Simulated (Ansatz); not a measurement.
# MgS, response to strain

Consider MgS in the rock salt structure (space group Fm-3m, No. 225; a = 5.182 Å). Axes: x, y, z lie along the cube axes.

Strains are applied to the cell and any free atomic positions relax.

The values are results of plane-wave PAW DFT at the PBEsol level (Ansatz, a quantum-chemistry and plane-wave program, 420 eV), no SOC, not measurements.

Notes on the quantities. pressure: mean of the normal stresses, compression positive.

```csv
change,band gap,shortest interatomic distance,pressure,electron mass
base,2.73 eV,2.591 Å,0.0 kbar,"0.53 mₑ along k, 0.29 mₑ across (at X)"
uniaxial strain ε_zz = −3.00 %,2.64 eV,2.513 Å,27.0 kbar,"0.51 mₑ along k, 0.30 mₑ across (at X)"
uniaxial strain ε_zz = −2.50 %,2.65 eV,2.526 Å,22.0 kbar,"0.51 mₑ along k, 0.30 mₑ across (at X)"
uniaxial strain ε_zz = −2.00 %,2.67 eV,2.539 Å,17.2 kbar,"0.51 mₑ along k, 0.30 mₑ across (at X)"
uniaxial strain ε_zz = −1.50 %,2.68 eV,2.552 Å,12.6 kbar,"0.51 mₑ along k, 0.29 mₑ across (at X)"
uniaxial strain ε_zz = −1.00 %,2.70 eV,2.565 Å,8.2 kbar,"0.52 mₑ along k, 0.29 mₑ across (at X)"
uniaxial strain ε_zz = +0.50 %,2.69 eV,2.591 Å,-3.8 kbar,"0.53 mₑ along k, 0.29 mₑ across (at X)"
uniaxial strain ε_zz = +1.00 %,2.66 eV,2.591 Å,-7.5 kbar,"0.52 mₑ along k, 0.29 mₑ across (at X)"
uniaxial strain ε_zz = +1.50 %,(withheld),2.591 Å,(withheld),"0.52 mₑ along k, 0.29 mₑ across (at X)"
uniaxial strain ε_zz = +3.00 %,2.55 eV,2.591 Å,-20.4 kbar,"0.51 mₑ along k, 0.29 mₑ across (at X)"
```

Problem. What belongs in the blanks?

Solution. 
- uniaxial strain ε_zz = +1.50 %, band gap: 2.63 eV
- uniaxial strain ε_zz = +1.50 %, pressure: -10.9 kbar

Effective masses come from finite differences of ±0.01 Å⁻¹. Along k means along the line from Γ to the band edge. Whether these cells are dynamically stable was not tested.
